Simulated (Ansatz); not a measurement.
Take SiO2 (space group P3_221, No. 154) as the base.

```
SiO2
1.0
    5.02211     0.00000     0.00000
   -2.51105     4.34927     0.00000
    0.00000     0.00000     5.51028
Si O
3 6
Direct
  0.47673   0.47673   0.00000
  0.52327   0.00000   0.66667
  0.00000   0.52327   0.33333
  0.41453   0.15915   0.87178
  0.84085   0.25538   0.53845
  0.15915   0.41453   0.12822
  0.58547   0.74462   0.79488
  0.25538   0.84085   0.46155
  0.74462   0.58547   0.20512
```

Cartesian axes are those of the cell as printed.

Calculations: PBE/PAW in Ansatz (an electronic-structure program), no SOC.

Base values:

- Band gap: 5.68 eV
- Gap character: indirect, K → Γ

One thing is altered: the cell is stretched by 1.50 % along z with no lateral relaxation; the atoms relax in the strained cell.

Q: How does this affect the stress, band gap, energy relative to the base and gap character?

A: The stress (xx, yy, zz, yz, xz, xy; compression positive) comes out as (-0.14, -0.14, -1.36, 0.00, 0.00, 0.00) GPa; the band gap drops by 0.04 eV, from 5.68 eV to 5.64 eV; the energy grows by 0.8 meV/atom; the gap character goes from indirect, K → Γ to indirect, M → Γ.

Whether these cells are dynamically stable was not tested.
